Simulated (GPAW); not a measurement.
GPAW run on ScAs (Fm-3m, 2 atoms in the cell): self-consistent single point.

Level of theory: vdW-DF, GPAW PAW datasets revPBE (gpaw-data 1.0.1) (plane waves; GPAW 25.7.0).

```
CELL_PARAMETERS angstrom
      0.00000     2.74112     2.74112
      2.74112     0.00000     2.74112
      2.74112     2.74112     0.00000
ATOMIC_POSITIONS crystal
  Sc 0.00000 0.00000 0.00000
  As 0.50000 0.50000 0.50000
```

Reference input (self-consistent single point, DFT LDA (Perdew-Wang 92), plane waves, GPAW PAW datasets LDA (gpaw-data 1.0.1)): mode = pw; ecut = 850 eV; xc = LDA; kpts = 10 10 10; mesh shift (steps) = 0 0 0; occupations.name = fermi-dirac; occupations.width = 0.1 eV; nbands = -10; convergence.density = 1e-05 e/electron; convergence.energy = 1e-05 eV/electron; symmetry.symmorphic = false; symmetry.tolerance = 0.0005. This run's input differs from it in these lines:

```diff
@@ -13,3 +13,3 @@
 calc = GPAW(mode={'name': 'pw', 'ecut': 850},
-            xc='LDA',
+            xc={'name': 'vdW-DF', 'backend': 'libvdwxc'},
             kpts={'size': (10, 10, 10), 'gamma': True},
```

Its files differ too (potentials: GPAW PAW datasets revPBE (gpaw-data 1.0.1)).

The program printed (abridged):

```
     iter     time        total  log10-change:
                         energy   eigst   dens
iter:   1 --:--:--   -69.458513
iter:   2 --:--:--   -69.422555   -0.76  -1.17
iter:   3 --:--:--   -69.298487   -1.37  -1.21
iter:   4 --:--:--   -69.311324   -2.03  -1.49
iter:   5 --:--:--   -69.354779   -2.00  -1.55
iter:   6 --:--:--   -69.351259   -3.53  -2.34
iter:   7 --:--:--   -69.351788   -4.32  -2.84
iter:   8 --:--:--   -69.351177   -3.98  -2.81
iter:   9 --:--:--   -69.351162   -4.87  -3.38
iter:  10 --:--:--   -69.351161c  -5.65  -3.44
iter:  11 --:--:--   -69.351153c  -6.11  -3.43
iter:  12 --:--:--   -69.351156c  -6.71  -3.40
iter:  13 --:--:--   -69.351190c  -5.58  -3.41
iter:  14 --:--:--   -69.351185c  -6.97  -3.40
   [... 3 lines left out ...]
iter:  18 --:--:--   -69.351165c  -5.63  -3.60
iter:  19 --:--:--   -69.351166c  -6.93  -3.83
iter:  20 --:--:--   -69.351168c  -6.09  -3.86
iter:  21 --:--:--   -69.351168c  -7.13  -4.20
iter:  22 --:--:--   -69.351168c  -7.80c -4.56
iter:  23 --:--:--   -69.351168c  -7.94c -4.67
iter:  24 --:--:--   -69.351169c  -7.78c -4.80
iter:  25 --:--:--   -69.351169c  -9.04c -4.94
iter:  26 --:--:--   -69.351169c  -9.92c -4.95
iter:  27 --:--:--   -69.351169c  -9.45c -4.98
iter:  28 --:--:--   -69.351169c  -9.26c -5.07c
Converged after 28 iterations.

Dipole moment: (-0.000000, -0.000000, -0.000000) |e|*Ang

Energy contributions relative to reference atoms: (reference = -82299.702182)

Kinetic:        +21.140723
Potential:      -20.096891
External:        +0.000000
XC:             -70.491127
Entropy (-ST):   -0.009203
Local:           +0.100728
SIC:             +0.000000
--------------------------
Free energy:    -69.355770
Extrapolated:   -69.351169

Non-local vdW-DF correlation energy: 1.083921
Semilocal GGA_X_PBE_R+LDA_C_PW energy: -118.843253
(Not including atomic contributions)
Showing only first 2 kpts
 Kpt  Band  Eigenvalues  Occupancy
  0     6      7.74814    0.00061
  0     7      7.74814    0.00061
  0     8      7.90937    0.00012
  0     9      7.90937    0.00012

  1     6      7.01405    0.64090
  1     7      7.01405    0.64090
   [... lines left out ...]
  1     9      8.26794    0.00000

Fermi level: 6.93887

No gap
No difference between direct/indirect transitions
Energy (eV): -69.351169

Forces in eV/Ang:
  0 Sc   -0.00000    0.00000    0.00000
  1 As   -0.00000   -0.00000   -0.00000

Stress tensor:
    -0.026091     0.000000     0.000000
     0.000000    -0.026091    -0.000000
     0.000000    -0.000000    -0.026091
Stress (GPa, Voigt): [-4.1803 -4.1803 -4.1803 -0.      0.      0.    ]
```

The run converged in 28 iterations. GPAW prints stress with tension positive. Against the reference run the pressure goes from -6.03 to 4.18 GPa.

The starting cell comes from a database of computed structures (which also holds hypothetical and non-ambient phases and stackings), without a prior relaxation at this level. With a pressure of about 4 GPa the cell is away from its equilibrium volume at this level.

Cost on one core of a shared machine: roughly 2 min.
